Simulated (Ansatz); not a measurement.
## Zinc-blende TlCl (model structure): properties by level of theory

| level (code) | lattice parameter a (Å) | enthalpy of formation (eV/atom) |
|---|---|---|
| LDA (Ansatz) | 6.871 | -0.867 |
| PBE (Ansatz) | 7.205 | -0.988 |
| PBEsol (Ansatz) | 7.030 | -0.866 |

Ansatz's density-functional and Hartree–Fock values are scalar-relativistic unless marked +SOC, with PAW data made under PBE.

The computed numbers hold no vibrational or temperature effects.

A model structure was made by putting elements into a prototype or built by hand; it is no filed structure, need not be a known phase, and can be a saddle point held by its symmetry.

Ansatz is an electronic-structure program.
